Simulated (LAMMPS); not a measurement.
MD of Si (diamond structure) at zero pressure, 1728 atoms, as a crystal; each row is its own run.

Level of theory: classical MD, pair style tersoff, file SiC_1994.tersoff (LAMMPS).

```csv
T (K),enthalpy (eV/atom)
200,-4.5777
300,-4.5513
760,-4.4290
1010,-4.3625
1270,-4.2937
1770,-4.1612
2020,-4.0973
```

Fit a straight line, y = a + b x, to these rows (x is the first column, y the second) and predict the run at x = 1520.

Least squares gives a = -4.6302 and b = 0.0002645. At x = 1520 the fit predicts -4.2282 eV/atom. The run itself gave -4.2267 ± 0.0008 eV/atom, so the fit is 1.5 meV/atom low.

Caution (rows 1270; 1520; 1770; 2020): a run this short can hold a crystal over, or a liquid under, the potential's own melting point, which these runs don't give.

Caution (rows 1770; 2020): this crystal lies over the measured melting point of 1687 K, so it is superheated or the potential melts high.
